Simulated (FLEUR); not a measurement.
Input and output of a self-consistent single point for TiCo (Pm-3m, 2 atoms in the cell) (FLEUR).

Computed with LDA (Perdew-Zunger), all-electron FLAPW (FLEUR), scalar-relativistic valence run with FLEUR.

```xyz
2
Lattice="2.9551 0.0000 0.0000 0.0000 2.9551 0.0000 0.0000 0.0000 2.9551" Properties=species:S:1:pos:R:3 pbc="T T T"
Ti     0.0000     0.0000     0.0000
Co     1.4775     1.4775     1.4775
```
Moments meant for the start (each program seeds them in its own way; μB, in the order of the atoms Ti Co): 1.0 3.0.

Reference input (self-consistent single point, DFT, PBE, all-electron FLAPW (FLEUR), scalar-relativistic valence): Kmax = 3.5 1/bohr; GmaxXC = 14 1/bohr; xcFunctional = pbe; jspins = 2; l_soc = F; mode = gauss; fermiSmearingEnergy = 0.00367493 Htr; mesh (inpgen div1-3) = 8 8 8; inpgen gamma flag = true; Gmax = 14 1/bohr; numbands = 0; maxIterBroyd = 25. This run's input differs from it in these lines:

```diff
@@ -14,2 +14,3 @@
 &comp jspins=2 /
+&exco xctyp='pz' /
 &kpt div1=8 div2=8 div3=8 gamma=t /
@@ -26,3 +27,3 @@
       <coreElectrons ctail="T" frcor="F" kcrel="0" coretail_lmax="0"/>
-      <xcFunctional name="pbe" relativisticCorrections="F"/>
+      <xcFunctional name="pz" relativisticCorrections="F"/>
       <magnetism jspins="2"/>
```

Output, abridged:

```
 Iteration:     1   Distance:      48.43090284 me/bohr^3
 Iteration:     2   Distance:      43.91577181 me/bohr^3
 Iteration:     3   Distance:      34.77651055 me/bohr^3
 Iteration:     4   Distance:      22.68585483 me/bohr^3
 Iteration:     5   Distance:      23.61086548 me/bohr^3
   [... 30 lines left out ...]
 Iteration:    36   Distance:       0.00071799 me/bohr^3
 Iteration:    37   Distance:       0.00002020 me/bohr^3
 Iteration:    38   Distance:       0.00003616 me/bohr^3
 Iteration:    39   Distance:       0.00000210 me/bohr^3
 Run finished successfully
 Stop message:
   Structural relaxation: Done

[file out, last iteration]
             iter=     40
[...]
          total density-effective poten   -3.5658572475E+03
          total charge density-energy d   -9.7663263149E+01
 Updated energy parameters for spin:           1
 Updated energy parameters for spin:           2
[...]
 fermi energy and band-weighting factors:

[...]
FERMIE:
          first approx. to ef    (T=0)  :   0.385169 htr   (energy of the highest occ. eigenvalue)
          number of occ. states  (T=0)  :        957
          first approx. to seigv (T=0)  : -15.023612 htr
          sum of weights of occ. states :  27.007812
          sum of semicore charge        :   0.000000 e
          fermi energy=   0.38414 har   work function= -10.45291 ev
   [... lines left out ...]
          total moment                 =     0.00000
 Direct bandgap for spin            1 :    7.4150220155964064E-003  Htr
 Direct bandgap for spin            2 :    7.4150207614567254E-003  Htr
 ---->    free energy=                     -2243.1772571448 htr
   [... lines left out ...]
 ***** TOTAL FORCES ON ATOMS *****
 TOTAL FORCE FOR ATOM TYPE=  1  X=  0.000   Y=  0.000   Z=  0.000
                       FX_TOT= 0.000000 FY_TOT= 0.000000 FZ_TOT= 0.000000
 TOTAL FORCE FOR ATOM TYPE=  2  X=  2.792   Y=  2.792   Z=  2.792
                       FX_TOT= 0.000000 FY_TOT= 0.000000 FZ_TOT= 0.000000
 Structural relaxation: Done
```

The run converged in 39 iterations. FLEUR gives forces in its relaxation mode, with a further iteration, so its stop message speaks of a relaxation. Against the reference run the size of the net moment goes from 0.45 to 0.00 μB/atom.

The starting cell comes from a database of computed structures (which also holds hypothetical and non-ambient phases and stackings), without a prior relaxation at this level. Its lattice was rescaled by a random factor within 2.5 % of one. The starting moments vanished: the run ended non-magnetic, which need not be the lowest state. Values depend on the basis (sphere radii, cutoffs, local orbitals), which need not be converged. The log's line on a gap gives a spacing of levels on this mesh, which the program prints for metals too.

Cost on one core of a shared machine: roughly 2 min.
